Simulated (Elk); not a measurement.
Input and output of a self-consistent single point for ZnS (P6_3mc, 4 atoms in the cell) (Elk).

Level of theory: PBE, all-electron FP-LAPW, Elk's shipped species files, APW+lo basis with extra local orbitals (Elk).

The change in words: lattice scaled by 0.98. Reference geometry:
```xyz
4
Lattice="3.8058 0.0000 0.0000 -1.9029 3.2959 0.0000 0.0000 0.0000 6.2380" Properties=species:S:1:pos:R:3 pbc="T T T"
Zn     0.0000     2.1973     0.0009
Zn     1.9029     1.0986     3.1199
S      0.0000     2.1973     2.3384
S      1.9029     1.0986     5.4574
```

Reference input (self-consistent single point, DFT, PBE, all-electron FP-LAPW, Elk's shipped species files, APW+lo basis with extra local orbitals): xctype = 20; rgkmax = 8; stype = 3; swidth = 0.00183747 Ha; ngridk = 8 8 5; tforce = true; gmaxvr = 18 1/bohr; lmaxapw = 10; lmaxo = 8; nxlo = 2; lorbcnd = true; lradstp = 2. This run's input differs from it in these lines:

```diff
@@ -46,5 +46,5 @@
 avec
-    7.1919191595    0.0000001220    0.0000000000
-   -3.5959596854    6.2283846331    0.0000000000
-    0.0000000000    0.0000000000   11.7880737709
+    7.0480811909    0.0000000233    0.0000000000
+   -3.5240406157    6.1038173476    0.0000000000
+    0.0000000000    0.0000000000   11.5523115396
```

Output (repeated stretches shortened):

```
│ Self-consistent loop started │
│ Loop number : 1 │
 total energy                :     -4393.27389584
│ Loop number : 2 │
 total energy                :     -4393.50011287
RMS change in Kohn-Sham potential (target) :   0.2822396105     (  0.1000000000E-05)
Absolute change in total energy (target)   :   0.2262170339     (  0.1000000000E-03)
│ Loop number : 3 │
 total energy                :     -4393.10635843
RMS change in Kohn-Sham potential (target) :   0.2765465986     (  0.1000000000E-05)
Absolute change in total energy (target)   :   0.3372001819     (  0.1000000000E-03)
│ Loop number : 4 │
   [... lines left out ...]
Absolute change in total energy (target)   :   0.3329902529E-03 (  0.1000000000E-03)
│ Loop number : 14 │
 total energy                :     -4390.79747257
RMS change in Kohn-Sham potential (target) :   0.1218963653E-06 (  0.1000000000E-05)
Absolute change in total energy (target)   :   0.1970619051E-03 (  0.1000000000E-03)
│ Loop number : 15 │
 total energy                :     -4390.79747021
RMS change in Kohn-Sham potential (target) :   0.4727634893E-07 (  0.1000000000E-05)
Absolute change in total energy (target)   :   0.5162526213E-04 (  0.1000000000E-03)
Convergence targets achieved

│ Loop number : 16 │

Energies :
 Fermi                       :     0.211273312790
 total energy                :     -4390.79746621

Density of states at Fermi energy :   0.5491334592E-07
 (states/Hartree/unit cell)

Estimated indirect band gap :   0.9170717641E-01
 from k-point      1 to k-point      1
Estimated direct band gap   :   0.9170717641E-01
 at k-point      1

Charges :
 core                        :    44.00000000
 valence                     :    48.00000000
 interstitial                :    7.102628782
 muffin-tins (core leakage)
  species :    1 (Zn)
   atom    1                 :    28.53186891     (  0.3378712535E-03)
   atom    2                 :    28.53186891     (  0.3378712535E-03)
  species :    2 (S)
   atom    1                 :    13.91681670     (  0.3063032440E-03)
   [... lines left out ...]
   total force               :     0.00000000   -0.00000000   -0.00046451
   total magnitude           :     0.00046451
  atom :    2
   Hellmann-Feynman          :    -0.00000000   -0.00000000   -0.00477999
   IBS                       :     0.00000000    0.00000000    0.00431548
   total force               :     0.00000000    0.00000000   -0.00046451
   total magnitude           :     0.00046451
```

The run converged in 16 iterations. The count includes the last loop, which Elk runs after its targets are met. Against the reference run the free energy goes up by 36.8 meV/atom, the largest force goes from 0.009 to 0.024 eV/Å and the gap on the mesh goes from 2.217 to 2.495 eV.

The starting cell comes from a database of computed structures (which also holds hypothetical and non-ambient phases and stackings), without a prior relaxation at this level. For this run, on top of that: lattice scaled by 0.98. Values depend on the basis (sphere radii, cutoffs, local orbitals), which need not be converged.

Cost on one core of a shared machine: roughly 8 min.
